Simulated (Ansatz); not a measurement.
The reference is C in the diamond structure (space group Fd-3m, No. 227; a = 3.560 Å).

Level of theory: DFT with r2SCAN, PAW potentials and a 500 eV plane-wave cutoff in Ansatz (an electronic-structure program), spin-orbit coupling left out, earlier PAW set.

Carriers are added at fixed cell with a uniform background; the Fermi–Dirac width is that of 300 K.

One change was made to it. Results:

```csv
quantity,base,after
Fermi level relative to the doped band's edge (positive inside the band; to 0.05 eV),–,+0.75 eV
gap between the host's bands,4.36 eV,4.32 eV
```

Question: Name the change that was made.
A. electrons 1.5×10^21 cm⁻³
B. holes 2.0×10^22 cm⁻³
C. electrons 7.0×10^21 cm⁻³

Answer: C, electrons 7.0×10^21 cm⁻³. For comparison, the Fermi level from band edge in the other runs: electrons 1.5×10^21 cm⁻³ gives +0.30 eV; holes 2.0×10^22 cm⁻³ gives +1.75 eV.

Carriers are added with a uniform compensating background; total energy and stress of such cells depend on the potential's zero and are not compared; many-body gap narrowing is missing at this level. Stability against distortions was not tested.
